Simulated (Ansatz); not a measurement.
The starting structures come from a database of crystals and need not be the phases stable at ambient conditions.

 Where the default PAW files enter, the runs use the earlier of Ansatz's two default sets.

Inside the gap of an insulator the Bloch states are evanescent, with a wavenumber k + iκ along the transport direction.

Here is the system:

```yaml
crystal:
  lattice:
    - [5.33581, 0.00000, 0.00000]
    - [0.00000, 6.82667, 0.00000]
    - [2.66791, 0.00000, 2.66791]
  atoms:
    - { symbol: Y, position: [0.00000, 0.22723, 0.50000] }
    - { symbol: Y, position: [0.50000, 0.77277, 0.50000] }
    - { symbol: S, position: [0.00000, 0.64557, 0.50000] }
    - { symbol: S, position: [0.50000, 0.35443, 0.50000] }
    - { symbol: F, position: [0.00000, 0.00000, 0.00000] }
    - { symbol: F, position: [0.50000, 0.00000, 0.00000] }
```

Space group of this cell: P4/nmm. The cell is taken as given.

Transport runs along the normal of the first two printed cell vectors, the (110) plane of the conventional cell.

The gap is the functional's own. No spin-orbit coupling. Mid-gap values are interpolated on the energy grid.

### Question
Predict the band gap and the smallest decay constant κ at mid-gap from r2SCAN (Ansatz, a program for electronic structure).

### Answer
Gap 1.76 eV on a 12×6×12 mesh; κ = 0.202 1/Å, at the zone centre.
